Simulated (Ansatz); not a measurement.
Structures of equal composition on the (0001) surface of wurtzite GaN (Ga plane on top): 2x2 Mg adatom at H3; 2x2 Mg adatom at T4. The slabs share one bottom face, and each structure is named by its start. These are constructed structures in small cells; real faces may alloy, dewet or reconstruct in larger ones, and not all known structures of the face are among them. Slabs of about 14 Å with all that they carry, Fermi-Dirac smearing of 0.025 eV. Bottom of the slabs: H caps. Relaxed from the named starts with such symmetry as they have, on meshes of like density; energies extrapolated to zero smearing; no spin-orbit coupling, no U. Spin-polarised runs, if any, are marked in brackets, and their order is one that fits the cell; the others ran without spin. Where a second, spin-polarised start was run, the lower counts.

Host crystal: wurtzite GaN, with a band gap (PBE, scalar-relativistic without spin-orbit coupling).

Level of theory: PBE (plane waves to 420 eV, PAW; Ansatz, a quantum-chemistry and plane-wave program).

Question: Put the candidates in order of energy per 1x1 cell, lowest first, for PBE.

Answer: 2x2 Mg adatom at T4 (0.000 eV [spin, 1.0 μB a cell], no gap over 0.04 eV on the mesh), 2x2 Mg adatom at H3 (0.013 eV [spin, 1.0 μB a cell], no gap over 0.04 eV on the mesh)
